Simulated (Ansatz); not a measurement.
The parent structure is PbSe in the rock salt structure (space group Fm-3m, No. 225; a = 6.1777 Å). Axes: x, y, z lie along the cube axes.

Calculations: r2SCAN (Ansatz, a first-principles code, PAW, no SOC), earlier PAW set.

Base values:

| Quantity | Result |
|---|---|
| Electron mass | 0.19 mₑ along k, 0.14 mₑ across (at L) |
| Band gap | 0.67 eV |
| Pressure | -0.01 GPa |

Now apply this change: uniaxial strain ε_yy = −1.03 %, all other strain components held at zero, atoms relaxed at fixed cell.

Problem. Predict the new electron mass, band gap and pressure.

Solution. The electron mass stays 0.19 mₑ along k, 0.14 mₑ across (at L); the band gap falls by 0.037 eV to 0.64 eV; the pressure (mean of the normal stresses, compression positive) goes up by 0.56 GPa, from -0.01 GPa to 0.55 GPa.

Spin-orbit coupling, missing from the scalar runs, can matter with Pb. Effective masses come from finite differences of ±0.01 Å⁻¹. Along k means along the line from Γ to the band edge. Whether these cells are dynamically stable was not tested.
